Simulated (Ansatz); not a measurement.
**A computed series for Ru: response to strain**

The reference is Ru in the hcp (Mg type) structure (space group P6_3/mmc, No. 194; a = 2.691 Å, c = 4.249 Å; relaxed with 0.1 eV smearing). Axes: x lies along a and z along c of the hexagonal cell.

Strains are applied to the cell and any free atomic positions relax.

Method: PBEsol (Ansatz, a program for electronic structure), spin-orbit coupling left out.

Candidates:
(a) uniaxial strain ε_xx = −1.50 %
(b) uniaxial strain ε_xx = +1.00 %
(c) uniaxial strain ε_xx = +3.00 %
(d) uniaxial strain ε_xx = −0.50 %

Notes on the quantities. energy relative to the base: free energy F.

### Question
Order them by energy relative to the base, lowest first.

### Answer
(d) uniaxial strain ε_xx = −0.50 % (+0.7 meV/atom), (b) uniaxial strain ε_xx = +1.00 % (+2.5 meV/atom), (a) uniaxial strain ε_xx = −1.50 % (+6.1 meV/atom), (c) uniaxial strain ε_xx = +3.00 % (+21 meV/atom)

Stability against distortions was not tested. The final runs are not spin-polarised.
